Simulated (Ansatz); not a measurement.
The parent structure is MgS in the rock salt structure (space group Fm-3m, No. 225; a = 5.2297 Å). Axes: x, y, z lie along the cube axes.

Calculations: Ansatz (a program for electronic structure), PBE, PAW, cutoff 420 eV, spin-orbit coupling left out.

The change: every lattice vector is shortened by 2.00 %, atoms relaxed at fixed cell.

Predict the stress tensor and what it implies for the stiffness.

Stress of the strained cell less that of the base (GPa, compression positive):
```
   5.07    0.00    0.00
   0.00    5.07    0.00
   0.00    0.00    5.07
```

Then B = −ΔP/(ΔV/V₀) with ΔV/V₀ = -0.0588 gives secant stiffness values (nonlinear terms included at this strain): B ≈ 86 GPa.

As a check, the harmonic strain energy −½ V₀ Δσ:ε is 17 meV/atom; the computed energy rise is 16 meV/atom.

No phonon test of stability was made.
